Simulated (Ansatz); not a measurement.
Start from Cu in the fcc (Cu type) structure (space group Fm-3m, No. 225; a = 3.564 Å).

Structures relaxed with PBEsol, PAW, 420 eV (Ansatz, a first-principles code; no spin-orbit coupling).

Base:

Simulated powder pattern, Cu Kα1, λ = 1.54056 Å (kinematic, ideal powder, no thermal factors, no anomalous dispersion; the 10 strongest lines at most, above 2 %, up to 2θ = 90°):

```json
[
 {"2θ (°)": "43.97", "I/Imax (%)": "100", "hkl": "(111)"},
 {"2θ (°)": "51.23", "I/Imax (%)": "47", "hkl": "(200)"},
 {"2θ (°)": "75.37", "I/Imax (%)": "26", "hkl": "(220)"}
]
```

It is then changed as follows: cell and atoms relaxed at a pressure of 30 GPa.

Problem. How do the reflections move or split?

Solution. 
Simulated powder pattern, Cu Kα1, λ = 1.54056 Å (kinematic, ideal powder, no thermal factors, no anomalous dispersion; the 10 strongest lines at most, above 2 %, up to 2θ = 90°):

```tsv
2θ (°)	I/Imax (%)	hkl
46.01	100	(111)
53.66	46	(200)
79.32	26	(220)
```

The indices refer to the base's conventional cell; one index is shown for lines that coincide.

Load acts through the strain it causes; cell and atoms are relaxed under it. Whether these cells are dynamically stable was not tested. No other phases were tried under pressure. All final runs are without spin polarisation.
